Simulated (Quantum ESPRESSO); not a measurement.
Quantum ESPRESSO run on a (001) slab of MgO (cut from a parent of space group no. 225; 8 atoms in the cell): self-consistent single point.

Level of theory: PBE, GBRV 1.5 ultrasoft (PBE) pseudopotentials (plane waves; Quantum ESPRESSO).

The change in words: vacuum of 30.3 angstrom (first run: 14 Å); assume_isolated: default → 2D. Reference geometry:
```
CELL_PARAMETERS angstrom
      2.96799     0.00000     0.00000
     -2.96799     2.96799     0.00000
      0.00000     0.00000    20.29598
ATOMIC_POSITIONS crystal
  Mg 0.00000 0.00000 0.44830
  Mg 0.00000 0.50000 0.34490
  Mg 0.00000 0.00000 0.65510
  Mg 0.00000 0.50000 0.55171
  O  0.00000 0.50000 0.44830
  O  0.00000 0.00000 0.34490
  O  0.00000 0.50000 0.65510
  O  0.00000 0.00000 0.55171
```

Reference input (self-consistent single point, DFT, PBE, plane waves, GBRV 1.5 ultrasoft (PBE) pseudopotentials): ecutwfc = 40 Ry; ecutrho = 200 Ry; occupations = smearing; smearing = fd; degauss = 0.00147 Ry; potentials = {Mg: mg_pbe_v1.4.uspp.F.UPF, O: o_pbe_v1.2.uspp.F.UPF}; K_POINTS = automatic 5 5 1 0 0 0; conv_thr = 1e-11 Ry; mixing_beta = 0.2. This run's input differs from it in these lines:

```diff
@@ -17,2 +17,3 @@
  degauss = 0.00147,
+ assume_isolated = '2D',
 /
@@ -26,10 +27,10 @@
 ATOMIC_POSITIONS crystal
-Mg    0.0000000000    0.0000000000    0.4483000000
-Mg    0.0000000000    0.5000000000    0.3448960000
-Mg    0.0000000000    0.0000000000    0.6551040000
-Mg    0.0000000000    0.5000000000    0.5517050000
-O     0.0000000000    0.5000000000    0.4483000000
-O     0.0000000000    0.0000000000    0.3448960000
-O     0.0000000000    0.5000000000    0.6551040000
-O     0.0000000000    0.0000000000    0.5517050000
+Mg    0.0000000000    0.0000000000   -0.0286760000
+Mg    0.0000000000    0.5000000000   -0.0860300000
+Mg    0.0000000000    0.0000000000    0.0860300000
+Mg    0.0000000000    0.5000000000    0.0286790000
+O     0.0000000000    0.5000000000   -0.0286760000
+O     0.0000000000    0.0000000000   -0.0860300000
+O     0.0000000000    0.5000000000    0.0860300000
+O     0.0000000000    0.0000000000    0.0286790000
 K_POINTS automatic
@@ -39,3 +40,3 @@
   -2.9679890000     2.9679890000     0.0000000000
-   0.0000000000     0.0000000000    20.2959820000
+   0.0000000000     0.0000000000    36.5919520000
```

Output, abridged:

```
     Self-consistent Calculation

     iteration #  1     ecut=    40.00 Ry     beta= 0.20

     negative rho (up, down):  9.062E-04 0.000E+00

     total energy              =    -631.47057271 Ry
     estimated scf accuracy    <       1.75982788 Ry

     iteration #  2     ecut=    40.00 Ry     beta= 0.20

     negative rho (up, down):  8.129E-04 0.000E+00

     total energy              =    -631.36363063 Ry
     estimated scf accuracy    <       0.45159741 Ry

     iteration #  3     ecut=    40.00 Ry     beta= 0.20

     negative rho (up, down):  8.541E-04 0.000E+00

     total energy              =    -631.41854159 Ry
     estimated scf accuracy    <       0.06467235 Ry

   [... 14 blocks of this kind left out ...]

     iteration # 18     ecut=    40.00 Ry     beta= 0.20

     negative rho (up, down):  4.387E-04 0.000E+00

     total energy              =    -631.42160187 Ry
     estimated scf accuracy    <          1.0E-11 Ry

     iteration # 19     ecut=    40.00 Ry     beta= 0.20

     negative rho (up, down):  4.394E-04 0.000E+00
     End of self-consistent calculation

     the Fermi energy is    -2.1939 ev

!    total energy              =    -631.42160191 Ry
     estimated scf accuracy    <          5.5E-12 Ry
     smearing contrib. (-TS)   =      -0.00000000 Ry
     internal energy E=F+TS    =    -631.42160191 Ry

     convergence has been achieved in  19 iterations

     negative rho (up, down):  4.394E-04 0.000E+00

     Forces acting on atoms (cartesian axes, Ry/au):

     atom    1 type  1   force =     0.00000000    0.00000000   -0.00013687
     atom    2 type  1   force =     0.00000000    0.00000000    0.00949157
     atom    3 type  1   force =     0.00000000    0.00000000   -0.00949157
     atom    4 type  1   force =     0.00000000    0.00000000    0.00013687
     atom    5 type  2   force =     0.00000000    0.00000000    0.00002960
   [... lines left out ...]
     Total force =     0.036817     Total SCF correction =     0.000010
   [... lines left out ...]

     negative rho (up, down):  4.394E-04 0.000E+00
          total   stress  (Ry/bohr**3)                   (kbar)     P=        1.62
  -0.00002312   0.00000000   0.00000000           -3.40        0.00        0.00
   0.00000000  -0.00002312   0.00000000            0.00       -3.40        0.00
   0.00000000   0.00000000   0.00007937            0.00        0.00       11.68

   JOB DONE.
```

The run converged in 19 iterations. Against the reference run the free energy is nearly the same (within 1 meV/atom), the largest force moves little (0.621 to 0.623 eV/Å) and the gap on the mesh goes from 3.338 to 3.351 eV.

The starting cell has typed, rounded lattice constants, without a prior relaxation at this level. The slab is cut from that crystal, and its faces are unrelaxed. Its lattice was rescaled by up to half a per cent. Spin polarisation is off, though cut faces can carry moments; a gap of a slab can lie between surface states.

Cost on one core of a shared machine: roughly 2 min.
